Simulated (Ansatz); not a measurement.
Ru, cell Ru48, held well above this temperature first, below the measured melting point of 2607 K (tabulated, unchecked) (supercooled) [in the run: it was liquid; mean temperature 2266 K (target 2350 K); density 10.65 g/cm³; one k-point, which a denser mesh shifts by 0.1 GPa in pressure and 0.08 eV/Å in forces].  Bonds are counted up to Ru-Ru 3.58 Å.

Task: What distribution of Ru-Ru-Ru angles does Ansatz (an electronic-structure program) with PBE give?

Result: mean 96°, standard deviation 34°.
```
angle (°) | p (1/°)
      1.5 |  0.0000
      4.5 |  0.0000
      7.5 |  0.0000
     10.5 |  0.0000
     13.5 |  0.0000
     16.5 |  0.0000
     19.5 |  0.0000
     22.5 |  0.0000
     25.5 |  0.0000
     28.5 |  0.0000
     31.5 |  0.0000
     34.5 |  0.0000
     37.5 |  0.0002
     40.5 | ## 0.0012
     43.5 | ####### 0.0037
     46.5 | ############### 0.0075
     49.5 | ###################### 0.0111
     52.5 | ########################### 0.0137
     55.5 | ############################## 0.0153
     58.5 | ############################# 0.0149
     61.5 | ########################### 0.0137
     64.5 | ###################### 0.0113
     67.5 | ################## 0.0093
     70.5 | ############### 0.0078
     73.5 | ############# 0.0068
     76.5 | ############ 0.0063
     79.5 | ############# 0.0064
     82.5 | ############# 0.0066
     85.5 | ############# 0.0069
     88.5 | ############### 0.0075
     91.5 | ################ 0.0081
     94.5 | ################# 0.0088
     97.5 | ################## 0.0093
    100.5 | ################### 0.0097
    103.5 | #################### 0.0103
    106.5 | #################### 0.0104
    109.5 | #################### 0.0101
    112.5 | #################### 0.0101
    115.5 | ################### 0.0097
    118.5 | ################## 0.0092
    121.5 | ################# 0.0084
    124.5 | ############### 0.0078
    127.5 | ############## 0.0071
    130.5 | ############# 0.0068
    133.5 | ############ 0.0063
    136.5 | ############ 0.0060
    139.5 | ########### 0.0056
    142.5 | ########### 0.0054
    145.5 | ########## 0.0050
    148.5 | ######### 0.0047
    151.5 | ######### 0.0044
    154.5 | ######## 0.0041
    157.5 | ####### 0.0037
    160.5 | ###### 0.0032
    163.5 | ##### 0.0028
    166.5 | ##### 0.0023
    169.5 | #### 0.0018
    172.5 | ### 0.0013
    175.5 | ## 0.0008
    178.5 | # 0.0003
```
